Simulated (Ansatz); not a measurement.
**Effect of tensor shear ε_xy = +0.86 % on CaO**

Take CaO in the rock salt structure (space group Fm-3m, No. 225; a = 4.7671 Å) as the base. Axes: x, y, z lie along the cube axes.

The change: tensor shear ε_xy = +0.86 % (engineering shear γ = 0.0172); the atoms relax in the strained cell.

Level of theory: Kohn–Sham DFT with the PBEsol functional, run in Ansatz (an electronic-structure program) with PAW and 420 eV plane waves, no spin-orbit coupling. k-mesh 12×12×12 (Γ-centred); smearing 0.05 eV (Fermi–Dirac).

```csv
quantity,base,changed,shift
volume per atom,13.54 Å³,13.54 Å³,0.00 Å³
space group,Fm-3m (No. 225),Immm (No. 71),–
shortest interatomic distance,4.504 bohr,4.504 bohr,0.000 bohr
energy relative to the base (free energy F),0 meV/atom,+1.0 meV/atom,+1.0 meV/atom
"pressure (mean of the normal stresses, compression positive)",0.00 GPa,0.00 GPa,0.00 GPa
band gap,3.54 eV,3.51 eV,-0.03 eV
gap character,–,"indirect, Γ → X",–
smallest direct gap,3.92 eV,3.87 eV,-0.042 eV
electron mass,"1.4 mₑ along k, 0.42 mₑ across (at X)","1.4 mₑ along k, 0.42 mₑ across (at X)",–
"valence-band top at Γ (three highest levels, from the VBM)","0.00, 0.00, 0.00 eV","0.00, -0.03, -0.06 eV",–
"stress (xx, yy, zz, yz, xz, xy; compression positive)",–,"(0.01, 0.01, -0.02, 0.00, 0.00, -1.33) GPa",–
```

Final structure:

```
CaO
1.0
    0.02050     2.38356     2.38356
    2.38356     0.02050     2.38356
    2.40405     2.40405     0.00000
Ca O
1 1
Direct
  0.00000   0.00000   0.00000
  0.50000   0.50000   0.50000
```

Masses are band curvatures over ±0.01 Å⁻¹ around the edge. Along k means along the line from Γ to the band edge. Whether these cells are dynamically stable was not tested. Labels are those of the standard path for the cell's own space group.
